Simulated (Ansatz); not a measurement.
# H on the 1x1 (111) surface of fcc Ni, ferromagnetic, one in a 2x2 cell, started at the site 'hollow Ni-Ni-Ni over Ni at depth 4.0 Å'

Method: PBE (plane waves to 420 eV, PAW; Ansatz, a first-principles code).

Set-up: 17 atoms, 6.0 Å thick at the start under the adsorbate (thin: gaps and levels are the slab's own); mesh 7x7x1; 0.1 eV smearing; dipole correction on; 8 atoms held, the rest relaxed; start symmetry kept, larger cells not searched; spin-polarised, no spin-orbit, no U, no dispersion correction. At the end it is bonded to 3 Ni. In PBE it is, or lies within 0.03 eV of, the lowest of the starts that converged.

```yaml
adsorption energy against ½ H2(g): -0.56 eV
work_function_of_the_top_face: 5.10 eV
change_of_the_work_function: 0.025 eV
change_of_the_step_from_the_bottom_to_the_top_vacuum_level_against_the_clean_slab: 0.034 eV
energy_released_by_relaxation: 0.051 eV
height of the binding atom over the mean of the host atoms within 0.3 Å of the top one: 0.912 Å
magnetic_moment_of_the_cell: 10.03 μB
nearest_host_atoms_of_the_binding_atom: Ni at 1.70 Å, Ni at 1.70 Å, Ni at 1.70 Å
largest_move_of_a_host_atom: 0.02 Å
cost: roughly 12 core-minutes
```

A negative adsorption energy means that the adsorbate is more stable on the surface than in its reference.
